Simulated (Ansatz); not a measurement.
The parent structure is BP (space group P6_422, No. 181; a = 3.279 Å, c = 6.995 Å; a hypothetical phase, not in the database extracts checked). Axes: x lies along a and z along c of the hexagonal cell.

Method: Ansatz (an electronic-structure program), PBE, PAW, cutoff 420 eV, without spin-orbit coupling.

Strains are applied to the cell and any free atomic positions relax.

One change was made to it. Results:

| quantity | base | after |
|---|---|---|
| energy relative to the base (free energy F) | 0 meV/atom | +1.1 meV/atom |
| pressure (mean of the normal stresses, compression positive) | 0.0 GPa | -1.6 GPa |

Question: Name the change that was made.
A) uniaxial strain ε_zz = +0.95 %
B) isotropic strain −0.70 %
C) isotropic strain +0.51 %

Answer: A, uniaxial strain ε_zz = +0.95 %. For comparison, the pressure in the other runs: isotropic strain +0.51 % gives -2.5 GPa; isotropic strain −0.70 % gives 3.8 GPa.

A case with no gap was solved on a k-mesh chosen for an insulator, which is coarse for it. No phonon test of stability was made. The base started in P3_121 and relaxed to P6_422 at this level. All final runs are without spin polarisation.
